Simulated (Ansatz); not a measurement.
A relaxation of cell and atoms of YHg₂ (P6/mmm, 3 atoms in the cell) with Ansatz (a quantum-chemistry and plane-wave program).

Method: PBEsol, default PAW files made with PBE (plane waves; Ansatz).

```
YHg2
1.0
    4.80153     0.00000     0.00000
   -2.40077     4.15825     0.00000
    0.00000     0.00000     3.43464
Y Hg
1 2
Cartesian
  0.00000   0.00000   0.00000
  0.00000   2.77217   1.71732
  2.40077   1.38608   1.71732
```

Reference input (self-consistent single point, DFT, PBEsol, plane waves, default PAW files made with PBE): basis.ecutwfc = 420 eV; kpoints.mp_grid.grid = 9 9 11; hamiltonian.xc = pbesol; hamiltonian.pseudopotentials = {kind: paw} (the program's default PAW files); scf.occupations.method = fermi_dirac; scf.occupations.width = 0.136 eV. This run's input differs from it in these lines:

```diff
@@ -19,2 +19,4 @@
   occupations: { method: fermi_dirac, width: 0.136 }
+relax:
+  cell: {}
 output:
```

The program printed (abridged):

```
   [... SCF lines of the steps left out ...]
relax step   1: F+E_penalty+E_count = -31132.79729392 eV  Δ(F+E_penalty+E_count) = +0.000e0 eV  max|allowed force component| = 1.110e-16 eV/Å  Δτ_max = 0.0000 Å  P = +0.982 GPa  Ω = 68.576 Å³  (6 SCF iters, dr2 threshold 1.00e-7 eV, accepted)
relax step   2: F+E_penalty+E_count = -31132.79875030 eV  Δ(F+E_penalty+E_count) = -1.456e-3 eV  max|allowed force component| = 1.480e-16 eV/Å  Δτ_max = 0.0000 Å  P = -0.802 GPa  Ω = 69.912 Å³  energy of the carried Pulay correction = -2.867e-4 eV  [...]
   [... lines left out ...]
relax step   4: F+E_penalty+E_count = -31132.80070716 eV  Δ(F+E_penalty+E_count) = -1.936e-5 eV  max|allowed force component| = 1.110e-16 eV/Å  Δτ_max = 0.0000 Å  P = +0.001 GPa  Ω = 69.198 Å³  energy of the carried Pulay correction = -1.381e-4 eV  [...]
relax step   5: F+E_penalty+E_count = -31132.80084673 eV  Δ(F+E_penalty+E_count) = -1.396e-4 eV  max|allowed force component| = 1.480e-16 eV/Å  Δτ_max = 0.0000 Å  P = -0.001 GPa  Ω = 69.198 Å³  stress off target by 6.45e-3 GPa  SCF on the basis [...]
basis re-selected at this cell: Δ(F+E_penalty+E_count) = -1.396e-4 eV, ΔP = -0.002 GPa vs the last step
the relaxation is at rest under the 24 symmetry operations that the run kept from its start: a minimum is not shown …
Stability not checked: this state was not tested for a lower state beside it, because too few of the mixer's solves of this state at the end of the SCF gave a …
Free energy (F): -31132.800847 eV
Internal energy: -31132.692704 eV  (E = F + TS)
   [... lines left out ...]
Fermi energy:    15.241811 eV
   [... lines left out ...]
  cell:  # Å, volume = 69.1982 Å³
    - [4.833138635241825, 0.0, 0.0]
    - [-2.4165693176209126, 4.185620838131473, 0.0]
    - [0.0, 0.0, 3.420627581345344]
  atoms:
    - { symbol: Y, position: [2.0828170641573043e-36, 3.3691593307254565e-35, 0.0] }
    - { symbol: Hg, position: [0.3333333333333333, 0.6666666666666666, 0.5000000000000001] }
    - { symbol: Hg, position: [0.6666666666666666, 0.3333333333333333, 0.5000000000000001] }
```

The run converged. 

Summary of the result:
Free energy E − TS (on the zero of these files): -31132.8008 eV
Fermi level (on the code's own zero): 15.24 eV
Pressure: 0.00 GPa
Final cell: a = 4.8331 Å, b = 4.8331 Å, c = 3.4206 Å, α = 90.00°, β = 90.00°, γ = 120.00°
Final volume per atom: 23.07 Å³
Relaxation steps: 5

The starting cell comes from a database of computed structures (which also holds hypothetical and non-ambient phases and stackings), without a prior relaxation at this level. Its lattice was rescaled by a random factor within 2.5 % of one. The relaxation keeps the symmetry of its start, so its end need not be a minimum. Ansatz's pressure includes its estimate of the finite-basis (Pulay) stress.

Cost on one core of a shared machine: roughly 30 s.

Keys are those of Ansatz 0.2.
